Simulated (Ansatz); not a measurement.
Consider N vacancy in wurtzite AlN, charge state +1. Computed with PBE, PAW (plane waves to 420 eV; Ansatz, a quantum-chemistry and plane-wave program).

Settings: 72 host sites, the relaxed PBE lattice, the Γ point alone, smearing 0.01 eV, spin-restricted, no image-charge correction. Energies are static. The charge state is imposed; whether it is stable for some Fermi level was not computed. Forms of the defect that were not tried may lie lower.

Barriers: single points on a 2×2×2 k-point mesh shifted by half a step along c at the bands' geometries (they differ from the bands' own by up to 0.47 eV, and are uncertain by about as much).

The step: one N atom jumps into the vacancy from a nearby N site; the atom moves 3.08 Å along (-0.66, -0.33, -0.50) of the unit cell; the moving atom starts with neighbours 2 Al at 1.90, 2 Al at 1.92 Å and ends with Al at 1.87, 2 Al at 1.90, Al at 1.94 Å.

Problem. What migration barrier of this step does PBE, PAW give?

Solution. 429 kJ/mol, the same both ways. At the saddle the moving atom has neighbours Al at 1.76, Al at 1.85 Å. The saddle point's order was not checked, and it lies on a symmetry element of the cell, where a band can be held.
